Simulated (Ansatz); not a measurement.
Base system: Ru in the hcp (Mg type) structure (space group P6_3/mmc, No. 194; a = 2.705 Å, c = 4.260 Å).

The values are results of r2SCAN (Ansatz, a program for electronic structure), scalar-relativistic without spin-orbit coupling, not measurements.

Base values:

- Lattice parameter a = 2.705 Å
- Band gap = zero

The change: hydrostatic tension (pressure −1 GPa).

Problem. What happens to the lattice parameter a?

Solution. The lattice parameter a rises by 0.0028 Å (2.705 Å → 2.707 Å).

Problem. Estimate the effect on the band gap.

Solution. The band gap is still zero.

Load acts through the strain it causes; cell and atoms are relaxed under it. Whether these cells are dynamically stable was not tested. All final runs are without spin polarisation.
